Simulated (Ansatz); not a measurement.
Band structure of BMoWC (Cmcm, 8 atoms in the cell).

```xyz
8
Lattice="1.5648 -8.7549 0.0000 1.5648 8.7549 0.0000 0.0000 0.0000 3.0780" Properties=species:S:1:pos:R:3 pbc="T T T"
B      1.5648    -0.4964     0.7695
B      1.5648     0.4964     2.3085
Mo     1.5648    -3.2356     0.7695
Mo     1.5648     3.2356     2.3085
W      1.5648    -7.4930     0.7695
W      1.5648     7.4930     2.3085
C      1.5648    -5.4033     0.7695
C      1.5648     5.4033     2.3085
```

Level of theory: PBEsol, PAW files made with PBE (plane waves; Ansatz, a quantum-chemistry and plane-wave program).

Settings: kpoints.mp_grid.grid = 5 5 5; hamiltonian.xc = pbesol; hamiltonian.pseudopotentials = {kind: paw} (the program's default PAW files); scf.occupations.method = fermi_dirac; scf.occupations.width = 0.01 Ry; kpoints.band_path.npoints = 8.

The starting cell comes from a database of computed structures (which also holds hypothetical and non-ambient phases and stackings), without a prior relaxation at this level. Spin-orbit coupling is off. Spin polarisation is off.

Levels in eV from the Fermi level, bands 31 to 38:
| point | 31 | 32 | 33 | 34 | 35 | 36 | 37 | 38 |
|---|---|---|---|---|---|---|---|---|
| Γ | -2.64 | -2.02 | -1.70 | -1.57 | -1.14 | -0.76 | -0.35 | -0.20 |
| X | -2.25 | -2.16 | -2.10 | -0.76 | 0.02 | 0.52 | 0.72 | 0.88 |
| S | -2.33 | -2.26 | -1.93 | -0.73 | -0.16 | 0.75 | 0.78 | 0.83 |
| R | -3.35 | -3.35 | -0.54 | -0.54 | 1.27 | 1.27 | 1.69 | 1.69 |
| A | -3.32 | -3.32 | -0.56 | -0.56 | 1.28 | 1.28 | 1.69 | 1.69 |
| Z | -3.57 | -3.57 | -0.07 | -0.07 | 0.65 | 0.65 | 0.72 | 0.72 |
| Y | -2.70 | -2.31 | -1.80 | -1.30 | -0.81 | -0.79 | -0.30 | -0.24 |
| X1 | -2.25 | -2.16 | -2.10 | -0.76 | 0.02 | 0.52 | 0.72 | 0.88 |
| A1 | -3.32 | -3.32 | -0.56 | -0.56 | 1.28 | 1.28 | 1.69 | 1.69 |
| T | -3.30 | -3.30 | -0.71 | -0.71 | 0.00 | 0.00 | 1.33 | 1.33 |

Bands cross the Fermi level along this path, so the cell is metallic at this level.

Keys are those of Ansatz 0.2.
